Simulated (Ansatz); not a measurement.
Hypothetical zinc blende BaS: response to strain

The reference is BaS in the zinc blende structure (space group F-43m, No. 216; a = 7.038 Å; a hypothetical phase, not in the database extracts checked). Axes: x, y, z lie along the cube axes.

Strains are applied to the cell and any free atomic positions relax; under biaxial strain the out-of-plane vector relaxes too; under stress the whole cell relaxes.

Level of theory: Ansatz (a program for electronic structure), r2SCAN, PAW, cutoff 500 eV, no spin-orbit coupling.

Notes on the quantities. energy relative to the base: free energy F.

```tsv
variant	energy relative to the base	band gap	gap character	smallest direct gap	electron mass
base	0 meV/atom	3.07 eV	indirect, W → Γ	3.70 eV	0.39 mₑ (at Γ)
biaxial strain −3.23 %, plane normal [001], relaxed out of plane	+3.1 meV/atom	3.04 eV	indirect, M → Γ	3.56 eV	0.39 mₑ (at Γ)
isotropic strain −1.76 %	+12 meV/atom	3.14 eV	indirect, W → Γ	3.70 eV	0.39 mₑ (at Γ)
isotropic strain +0.81 %	+2.3 meV/atom	3.03 eV	indirect, W → Γ	3.67 eV	0.40 mₑ (at Γ)
isotropic strain +2.57 %	+22 meV/atom	2.95 eV	indirect, W → Γ	3.50 eV	0.40 mₑ (at Γ)
uniaxial strain ε_xx = −1.99 %	+1.6 meV/atom	3.08 eV	indirect, P → Γ	3.68 eV	0.39 mₑ (at Γ)
uniaxial strain ε_zz = −4.46 %	+8.2 meV/atom	3.10 eV	indirect, P → Γ	3.65 eV	0.39 mₑ (at Γ)
tensor shear ε_xy = +0.25 %	0.0 meV/atom	3.07 eV	indirect, W → Γ	3.70 eV	0.39 mₑ (at Γ)
uniaxial stress, 3 GPa compression along x	-8.6 meV/atom	2.61 eV	indirect, Γ–X (60 % along) → Γ	2.85 eV	0.28 mₑ along x, 0.60 mₑ across (at Γ)
uniaxial stress, 5 GPa compression along x	+30 meV/atom	2.31 eV	indirect, Γ–X (50 % along) → Γ	2.51 eV	1.2 mₑ along x, 0.43 mₑ across (at Γ)
```

Effective masses come from finite differences of ±0.01 Å⁻¹. Beyond what the load breaks, stability against distortions was not tested. Under uniaxial stress, 3 GPa compression along x and uniaxial stress, 5 GPa compression along x the cell changed shape so far that it is another structure. k-point labels follow each cell's own Brillouin zone.
